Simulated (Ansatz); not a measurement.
**A computed series for hypothetical CsCl type NbAs: pressure series**

The parent structure is NbAs in the CsCl type structure (space group Pm-3m, No. 221; a = 3.2178 Å; a hypothetical phase, not in the database extracts checked).

Cell and atoms are relaxed at each pressure.

Levels (all Ansatz, a first-principles code, PAW): PBE (420 eV, no spin-orbit coupling); PBEsol (420 eV, no SOC).

The base cell above is that of PBE; each level relaxes its own structures.

```csv
case,"lattice parameter a, PBE","lattice parameter a, PBEsol"
pressure −2 GPa,3.231 Å,(withheld)
pressure −1 GPa,3.224 Å,(withheld)
pressure 0.3 GPa,3.216 Å,(withheld)
pressure 0.7 GPa,3.213 Å,3.176 Å
pressure 1.5 GPa,3.208 Å,(withheld)
pressure 3 GPa,3.199 Å,3.163 Å
pressure 5 GPa,3.188 Å,3.153 Å
pressure 7.5 GPa,3.174 Å,3.140 Å
pressure 10 GPa,3.161 Å,3.129 Å
```

What belongs in the blanks?


- pressure −2 GPa, lattice parameter a, PBEsol: 3.192 Å
- pressure −1 GPa, lattice parameter a, PBEsol: 3.186 Å
- pressure 0.3 GPa, lattice parameter a, PBEsol: 3.178 Å
- pressure 1.5 GPa, lattice parameter a, PBEsol: 3.172 Å

PBE lies above PBEsol in every row, by 0.032 Å to 0.039 Å. They put the cases in the same order.

Load acts through the strain it causes; cell and atoms are relaxed under it. Whether these cells are dynamically stable was not tested. Competing high-pressure phases were not computed. All final runs are without spin polarisation.
